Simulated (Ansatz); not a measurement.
Functionals compared on a constructed model of the (100) surface of fcc Ni, ferromagnetic, a pseudomorphic layer of Fe in the host's stacking (bottom of the slab: a bare face, its two planes held), in Ansatz (plane waves, PAW). The structure was relaxed with PBE; the other rows are single points on it. Cutoff 420 eV.

Model: 7-atom slab, 10.8 Å thick at the start, 15x15x1 mesh, Fermi-Dirac 0.1 eV, dipole correction, 2 atoms held, the rest relaxed; start symmetry kept, larger cells not searched; spin-polarised, ending with about 6.7 μB a cell; orders that need a larger cell were not tried, no spin-orbit, no U. It is one candidate, not shown to be the stable structure of the face. These notes are the PBE run's.

| functional | work function of the top face (eV) | magnetic moment of the cell (μB) | rough cost of the single point |
|---|---|---|---|
| PBE | 4.66 | 6.73 | – |
| RPBE | ___ | 6.78 | roughly 2.7 core-minutes |

Task: What belongs in the gaps?

Result: 
- RPBE, work function of the top face (eV): 4.49

Ansatz is a quantum-chemistry and plane-wave program.
